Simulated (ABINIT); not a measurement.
## A self-consistent single point of PbF2 (Fm-3m, 3 atoms in the cell) with ABINIT

Method of the run: PBE, PAW (JTH v2.0 PBE PAW) (plane waves; ABINIT).

Input as run:

```
# PbF2, JTH v2.0 PBE PAW
pp_dirpath "./"
pseudos "Pb.GGA_PBE-JTH.xml, F.GGA_PBE-JTH.xml"
acell 4.2002142802 4.2002142802 4.2002142802 Angstrom
rprim
        -0.0000000000    0.7071067812    0.7071067812
         0.7071067812   -0.0000000000    0.7071067812
         0.7071067812    0.7071067812   -0.0000000000
natom 3
ntypat 2
znucl 82 9
typat 1 2 2
xred
         0.0000000000    0.0000000000    0.0000000000
         0.2500000000    0.2500000000    0.2500000000
         0.7500000000    0.7500000000    0.7500000000
ecut 653 eV
pawecutdg 1306 eV
pawxcdev 0
ixc 11
occopt 3
tsmear 0.00073499
nband 19
kptopt 1
ngkpt 7 7 7
nshiftk 1
shiftk 0 0 0
nstep 80
toldfe 1.0e-09
prtwf 0
prtden 0
prtvol 1
enunit 1
```

Output, abridged:

```
 Symmetries : space group Fm -3 m (#225); Bravais cF (face-center cubic)

 -outvars: echo values of preprocessed input variables --------
            acell      7.9372546890E+00  7.9372546890E+00  7.9372546890E+00 Bohr
             ecut      2.39973095E+01 Hartree
           enunit           1
              ixc          11
         kptrlatt        7    0    0      0    7    0      0    0    7
          kptrlen      5.55607828E+01
            natom           3
            nband          19
            ngfft          36      36      36
          ngfftdg          50      50      50
             nkpt          20
            nstep          80
             nsym          48
           ntypat           2
           occopt           3
        pawecutdg      4.79946190E+01 Hartree
         pawxcdev           0
            rprim     -0.0000000000E+00  7.0710678120E-01  7.0710678120E-01
                       7.0710678120E-01 -0.0000000000E+00  7.0710678120E-01
                       7.0710678120E-01  7.0710678120E-01 -0.0000000000E+00
          spgroup         225
           toldfe      1.00000000E-09 Hartree
           tsmear      7.34990000E-04 Hartree
            typat      1  2  2
           useylm           1
             xred      0.0000000000E+00  0.0000000000E+00  0.0000000000E+00
                       2.5000000000E-01  2.5000000000E-01  2.5000000000E-01
                       7.5000000000E-01  7.5000000000E-01  7.5000000000E-01
            znucl       82.00000    9.00000

== DATASET  1 ==================================================================

 Exchange-correlation functional for the present dataset will be:
  GGA: Perdew-Burke-Ernzerhof functional - ixc=11
 Citation for XC functional:
  J.P.Perdew, K.Burke, M.Ernzerhof, PRL 77, 3865 (1996)

 Real(R)+Recip(G) space primitive vectors, cartesian coordinates (Bohr,Bohr^-1):
 R(1)=  0.0000000  5.6124866  5.6124866  G(1)= -0.0890871  0.0890871  0.0890871
 R(2)=  5.6124866  0.0000000  5.6124866  G(2)=  0.0890871 -0.0890871  0.0890871
 R(3)=  5.6124866  5.6124866  0.0000000  G(3)=  0.0890871  0.0890871 -0.0890871
 Unit cell volume ucvol=  3.5358672E+02 bohr^3
 Angles (23,13,12)=  6.00000000E+01  6.00000000E+01  6.00000000E+01 degrees

 Coarse grid specifications (used for wave-functions):

 getcut: wavevector=  0.0000  0.0000  0.0000  ngfft=  36  36  36
         ecut(hartree)=     23.997   => boxcut(ratio)=   2.05677

 Fine grid specifications (used for densities):

 getcut: wavevector=  0.0000  0.0000  0.0000  ngfft=  50  50  50
         ecut(hartree)=     47.995   => boxcut(ratio)=   2.02075

   9.79307598E+02                                ecore*ucvol(ha*bohr**3)

_setup2: Arith. and geom. avg. npw (full set) are    1984.545    1984.526

--- !BeginCycle
solver: {iscf: 17, nstep: 80, nline: 4, wfoptalg: 10, }
tolerances: {toldfe: 1.00E-09, }
...

     iter   Etot(hartree)      deltaE(h)  residm     nres2
 ETOT  1  -106.51170769436    -1.065E+02 4.520E+00 8.269E+01
 ETOT  2  -110.68366923958    -4.172E+00 3.734E-01 3.469E+02
 ETOT  3  -110.23973730952     4.439E-01 1.834E-01 1.567E+02
 ETOT  4  -110.18262360249     5.711E-02 2.809E-02 5.239E+01
 ETOT  5  -110.34945095701    -1.668E-01 1.891E-02 1.615E+02
 ETOT  6  -110.33533150443     1.412E-02 2.596E-03 1.453E+02
   [... 13 lines left out ...]
 ETOT 20  -110.07926702674    -3.082E-07 3.193E-05 2.012E-06
 ETOT 21  -110.07926702843    -1.688E-09 1.837E-06 9.406E-07
 ETOT 22  -110.07926703026    -1.830E-09 3.909E-06 6.533E-08
 ETOT 23  -110.07926703046    -2.037E-10 7.216E-06 2.389E-08
 ETOT 24  -110.07926703062    -1.533E-10 5.528E-06 1.979E-08

 At SCF step   24, etot is converged :
  for the second time, diff in etot=  1.533E-10 < toldfe=  1.000E-09

 Cartesian components of stress tensor (hartree/bohr^3)
  sigma(1 1)= -5.99692328E-05  sigma(3 2)=  0.00000000E+00
  sigma(2 2)= -5.99692328E-05  sigma(3 1)=  0.00000000E+00
  sigma(3 3)= -5.99692328E-05  sigma(2 1)=  0.00000000E+00

 ----iterations are completed or convergence reached----

 reduced coordinates (array xred) for    3 atoms
       0.000000000000      0.000000000000      0.000000000000
       0.250000000000      0.250000000000      0.250000000000
       0.750000000000      0.750000000000      0.750000000000
 cartesian forces (eV/Angstrom) at end:
    1     -0.00000000000000     0.00000000000000    -0.00000000000000
    2      0.00000000000000    -0.00000000000000     0.00000000000000
    3     -0.00000000000000     0.00000000000000    -0.00000000000000
 frms,max,avg= 3.9603529E-29 5.1396326E-29   0.000E+00  0.000E+00  0.000E+00 e/A
 length scales=  7.937254689013  7.937254689013  7.937254689013 bohr
              =  4.200214280200  4.200214280200  4.200214280200 angstroms
 Fermi (or HOMO) energy (eV) =   3.77315   Average Vxc (eV)=  -8.89299
 Eigenvalues (   eV  ) for nkpt=  20  k points:
 kpt#   1, nband= 19, wtk=  0.00292, kpt=  0.0000  0.0000  0.0000 (reduced coord)
 -19.12021  -18.51400  -12.48609  -12.48609  -12.48609  -12.43385  -12.43385   -2.72076
  -0.49104   -0.49104   -0.49104   -0.00681   -0.00681   -0.00681    8.69602    8.69602
   8.69602   12.55486   17.09910
 prteigrs : prtvol=0 or 1, do not print more k-points.

--- !EnergyTerms
comment             : Components of total free energy in Hartree
kinetic             :  2.42022709525548E+01
hartree             :  3.46075523364862E+01
xc                  : -9.26447414489402E+00
Ewald energy        : -7.88020664547276E+01
psp_core            :  2.76963904953856E+00
local_psp           : -1.07322061257415E+02
spherical_terms     :  2.37298980910570E+01
internal            : -1.10079241427400E+02
'-kT*entropy'       :  8.78079218350669E-16
total_energy        : -1.10079241427400E+02
total_energy_eV     : -2.99540849349860E+03
...

-Cartesian components of stress tensor (GPa)         [Pressure=  1.7644E+00 GPa]
- sigma(1 1)= -1.76435545E+00  sigma(3 2)=  0.00000000E+00
- sigma(2 2)= -1.76435545E+00  sigma(3 1)=  0.00000000E+00
- sigma(3 3)= -1.76435545E+00  sigma(2 1)=  0.00000000E+00

 Calculation completed.
```

The run converged in 24 iterations.

The starting cell has typed, rounded lattice constants, without a prior relaxation at this level.

Cost on one core of a shared machine: roughly 50 s.
